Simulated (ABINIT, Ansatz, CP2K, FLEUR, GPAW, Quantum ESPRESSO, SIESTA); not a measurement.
**One structure in several programs: CsPbBr3 (Pm-3m, 5 atoms in the cell)**

Self-consistent single point, at a second geometry (lattice scaled by 0.98). First geometry:

```
CsPbBr3
1.0
    6.09259     0.00000     0.00000
    0.00000     6.09259     0.00000
    0.00000     0.00000     6.09259
Cs Pb Br
1 1 3
Direct
  0.00000   0.00000   0.00000
  0.50000   0.50000   0.50000
  0.50000   0.50000   0.00000
  0.00000   0.50000   0.50000
  0.50000   0.00000   0.50000
```

Shared settings, as Ansatz (a first-principles code) writes them: kpoints.mp_grid.grid = 5 5 5; scf.occupations.method = fixed. Potentials and cutoffs stand in the table.

```tsv
code	model	ΔF from the first geometry (meV/atom)	pressure (GPa)	cutoff
Quantum ESPRESSO	PBE, GBRV 1.5 ultrasoft (PBE) pseudopotentials	-5.1	0.21	40 Ry
SIESTA	GGA PBE, numerical atomic orbitals DZP, PseudoDojo PBE standard norm-conserving potentials (rewritten from UPF to PSML)	-18.7	-0.52	grid 400 Ry
FLEUR	PBE, all-electron FLAPW (FLEUR), scalar-relativistic valence	-3.8	–	Kmax 3.8 1/bohr
ABINIT	PBE, PAW (JTH v2.0 PBE PAW)	-4.4	0.20	571 eV
CP2K	PBE, GPW, DZVP-MOLOPT-SR-GTH basis, GTH-PBE potentials (GTH_POTENTIALS)	-3.2	0.36	grid 500 Ry
GPAW	PBE, GPAW PAW datasets PBE (gpaw-data 1.0.1)	-5.1	0.23	600 eV
Ansatz	PBE, default PAW files	-4.7	0.26	default
```

A dash marks a value that a program does not give, or that is left out as unsure.

On Ansatz's run: spin-orbit coupling is off.

The spread over the programs that give each value: ΔF from the first geometry within 15.5 meV/atom; pressure within 0.88 GPa.

SIESTA and CP2K use small atom-centred bases, whose incompleteness enters pressures, forces and empty levels differently from a plane-wave cutoff. FLEUR treats all electrons, but the usual bases taken here (sphere radii, linearisation, local orbitals, empty states) were not tested for convergence, so the values are no reference for the others. Ansatz's pressure is given at a fixed set of plane waves, as the other plane-wave codes print theirs.

This mesh misses zone-boundary points where a band edge of such crystals can lie, so no gaps are given.

The starting cell comes from a database of computed structures (which also holds hypothetical and non-ambient phases and stackings), without a prior relaxation at this level. Its lattice was rescaled by a random factor within 2.5 % of one. For this run, on top of that: lattice scaled by 0.98.

Left out of this page: Elk (not drawn, or without a comparable value).

Keys are those of Ansatz 0.2.
